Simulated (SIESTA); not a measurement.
## Short convergence ladders for As (R-3m, 2 atoms in the cell)

```xyz
2
Lattice="3.6988 -1.8894 0.0000 3.6988 1.8894 0.0000 2.7336 0.0000 3.1270" Properties=species:S:1:pos:R:3 pbc="T T T"
As     2.3476     0.0000     0.7246
As     7.8314     0.0000     2.4172
```

Base method: GGA PBE, numerical atomic orbitals TZP, PseudoDojo PBE standard norm-conserving potentials (rewritten from UPF to PSML) run with SIESTA.

Base settings: XC.functional = GGA; XC.authors = PBE; potentials = PseudoDojo PBE standard; PAO.BasisSize = TZP; PAO.EnergyShift = 0.01 Ry; MeshCutoff = 300 Ry; kgrid.MonkhorstPack = 5 5 5; OccupationFunction = FD; ElectronicTemperature = 100 meV; MaxSCFIterations = 150.

Core times come from one kind of shared machine, to one figure; runs under 30 s give none.

**The k-point mesh at a smearing width of 0.3 eV**

In this ladder: ElectronicTemperature = 300 meV.

Only quantities that move along the ladder and can be compared are tabulated.

```csv
kgrid.MonkhorstPack,free energy less the last step's (meV/atom),pressure (GPa),largest difference of a force vector from the last step's (eV/Å),core time / last (rough)
4 4 4,-31.29,4.09,0.304,–
5 5 5,-23.51,4.03,0.141,–
7 7 7,-7.34,4.22,0.023,–
10 10 10,-0.84,4.32,0.005,0.2
12 12 12,-0.12,4.34,0.004,0.2
14 14 14,0.01,4.35,0.002,0.4
20 20 20,0.00,4.35,0.000,0.9
25 25 25,0.00,4.35,0.000,1
```

Coarsest kgrid.MonkhorstPack that holds the forces within 0.01 eV/Å of the last step, with all finer ones: 10 10 10, at about 0.2 of the last step's time; the step before is off by 0.023 eV/Å.

Coarsest kgrid.MonkhorstPack that holds the pressure within 0.05 GPa of the last step, with all finer ones: 10 10 10, at about 0.2 of the last step's time; the step before is off by 0.13 GPa.

Coarsest kgrid.MonkhorstPack that holds the free energy within 1 meV/atom of the last step, with all finer ones: 10 10 10, at about 0.2 of the last step's time; the step before is off by 7.3 meV/atom.

**The width of Methfessel-Paxton smearing**

In this ladder: kgrid.MonkhorstPack = 8 8 8; OccupationFunction = MP; OccupationMPOrder = 1.

Narrow widths need finer meshes than wide ones, so the last steps can hold mesh noise.

Only quantities that move along the ladder and can be compared are tabulated; pressure and forces are left out, as mesh noise rules them at narrow widths.

```tsv
ElectronicTemperature	free energy less the last step's (meV/atom)
500 meV	2.12
300 meV	0.18
200 meV	-0.07
100 meV	-0.05
50 meV	0.00
```

Widest ElectronicTemperature that holds the free energy within 0.5 meV/atom of the last step, with all finer ones: 300 meV; the step before is off by 2.1 meV/atom.

On the base run: the starting cell has typed, rounded lattice constants, without a prior relaxation at this level. Its lattice was rescaled by up to half a per cent. One atom was moved a little off its site on purpose. Values carry the incompleteness of an atom-centred basis. In the base run, with a pressure of about 4 GPa the cell is away from its equilibrium volume at this level.

Left out of this page: 2 runs of the series outside the window shown, repeating another row's setting, or not comparable; 1 run of the series unsound by tests on forces, stress, charge or solver warnings.
